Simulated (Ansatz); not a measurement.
Defect: Mg vacancy in rutile-type MgF2, charge state -2. These are PBE, PAW (plane waves to 420 eV; Ansatz, a quantum-chemistry and plane-wave program) values and carry that method's errors.

Cell of 72 host sites held at the relaxed PBE lattice; the Γ point alone; Fermi-Dirac width 0.01 eV, spin-restricted; finite-size errors left in. Energies are static. The charge state is imposed; whether it is stable for some Fermi level was not computed. Forms of the defect that were not tried may lie lower.

Barriers: single points on a 2×2×2 k-point mesh shifted by half a step at the bands' geometries.

The step: a nearby Mg atom hops onto the vacant site. Atoms about the jump, Cartesian Å from the middle of the jump, before and after:

| atom | x0 | y0 | z0 | x1 | y1 | z1 |
|---|---|---|---|---|---|---|
| Mg1 | -1.15 | -1.15 | 0.76 | 1.15 | 1.15 | -0.76 |
| F2 | -0.35 | -0.35 | -0.76 | -0.17 | -0.17 | -0.99 |
| F3 | 2.18 | 0.13 | 1.02 | 2.13 | 0.27 | 0.79 |
| F4 | 0.13 | 2.18 | 1.02 | 0.27 | 2.13 | 0.79 |
| F5 | -0.29 | -0.29 | 2.36 | -0.17 | -0.17 | 2.56 |
| Mg6 | 1.16 | 1.16 | 2.25 | 1.15 | 1.15 | 2.34 |
| F7 | 2.18 | 0.13 | -2.54 | 2.16 | 0.29 | -2.34 |
| F8 | 0.13 | 2.18 | -2.54 | 0.29 | 2.16 | -2.34 |
| F9 | 2.66 | 2.66 | -0.76 | 2.59 | 2.59 | -0.77 |
| F10 | 0.24 | -2.63 | 0.80 | 0.31 | -2.69 | 0.79 |
| F11 | -2.63 | 0.24 | 0.80 | -2.70 | 0.31 | 0.79 |
| F12 | 2.62 | -2.17 | -0.76 | 2.59 | -2.11 | -0.77 |
| F13 | -2.17 | 2.62 | -0.76 | -2.11 | 2.59 | -0.77 |
| Mg14 | 3.50 | -1.19 | 0.79 | 3.51 | -1.19 | 0.79 |
| Mg15 | -1.19 | 3.50 | 0.79 | -1.19 | 3.51 | 0.79 |
| Mg16 | -1.15 | -1.15 | -2.28 | -1.19 | -1.19 | -2.23 |
| F17 | 2.60 | 2.60 | 2.36 | 2.59 | 2.59 | 2.34 |
| Mg18 | 1.16 | 1.16 | -3.78 | 1.14 | 1.14 | -3.85 |

Give the saddle-point geometry and the barrier.


| atom | x | y | z |
|---|---|---|---|
| Mg1 | 0.52 | 0.51 | 0.07 |
| F2 | -0.37 | -0.34 | -1.20 |
| F3 | 2.16 | 0.23 | 0.99 |
| F4 | 0.23 | 2.15 | 0.98 |
| F5 | -0.11 | -0.11 | 2.27 |
| Mg6 | 1.25 | 1.25 | 2.58 |
| F7 | 2.13 | 0.16 | -2.31 |
| F8 | 0.17 | 2.15 | -2.33 |
| F9 | 2.61 | 2.60 | -0.71 |
| F10 | 0.37 | -2.59 | 0.76 |
| F11 | -2.60 | 0.37 | 0.76 |
| F12 | 2.59 | -2.11 | -0.74 |
| F13 | -2.11 | 2.59 | -0.75 |
| Mg14 | 3.55 | -1.22 | 0.80 |
| Mg15 | -1.21 | 3.54 | 0.80 |
| Mg16 | -1.33 | -1.33 | -2.44 |
| F17 | 2.61 | 2.61 | 2.39 |
| Mg18 | 1.10 | 1.10 | -3.64 |
It lies 1.43 eV above the start and 1.43 eV above the end. The program found a first-order saddle point.
